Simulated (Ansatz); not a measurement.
By hand: formation energy of MgTe (zinc blende, F-43m) from the elements

We look at the formation energy of MgTe (zinc blende, F-43m) from the elements. Reaction: Te (P3₁21) + Mg (hcp) → MgTe (zinc blende). A negative value means that the right-hand side lies lower. The value is per atom of the solid.

MgTe (zinc blende, F-43m), 2 atoms in the cell. Conventional cell: a = 6.4117 Å, b = 6.4117 Å, c = 6.4117 Å, α = 90.00°, β = 90.00°, γ = 90.00°.

Setting: static, neutral cells in Ansatz (PAW) whose structures rest at the PBE+D3(BJ) level. Ansatz (a quantum-chemistry and plane-wave program) runs with its PAW set soft_1. Space groups of crystals are read within 0.01 Å. Spin-orbit coupling is left out.

Total energies of the cells in eV, at zero smearing width. They compare only within one column; the weights balance every element.

```
cell                atoms  weight    PBE+D3(BJ)
------------------  -----  ------  ------------
MgTe (zinc blende)      2      +3   -8906.20029
Te (P3₁21)              3      −1  -20941.47473
Mg (hcp)                2    −3/2   -3848.18884
```

PBE+D3(BJ): 3 × (-8906.20029) − (-20941.47473) − 3/2 × (-3848.18884) = -4.843 eV; dividing by 6 atoms gives -0.81 eV/atom.

What follows from the PBE+D3(BJ) value: A formula unit of MgTe has 2 atoms, so it forms with -0.8071 × 2 = -1.614 eV, or -155.7 kJ/mol at 96.485 kJ/mol per eV.
